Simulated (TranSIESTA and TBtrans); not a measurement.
Run with TranSIESTA and TBtrans (open boundaries, self-consistent; PseudoDojo norm-conserving potentials, scalar-relativistic): PAO.BasisSize DZ, PAO.EnergyShift 0.15 eV, XC.Authors PBE, Mesh.Cutoff 200 Ry, ElectronicTemperature 300 K, TS.Voltage 0.0 eV, TBT.Elecs.Eta 0.001 eV, no spin polarisation.

System: Ag chain with one bond stretched by 2.0 Å. Leads: straight Ag chain, spacing 2.809 Å. Geometry: as built, not relaxed.

Task: Predict: conductance at 300 K (G0 = 2e²/h); thermopower (μV/K); mean T from −0.5 to 0.5 eV.

Result: conductance at 300 K (G0 = 2e²/h): 0.21; thermopower (μV/K): 3.3; mean T from −0.5 to 0.5 eV: 0.19. The straight chain is held at its spacing; free chains may zigzag or dimerise. No spin-polarised start was tried, so a magnetic state, if there is one, is missed.
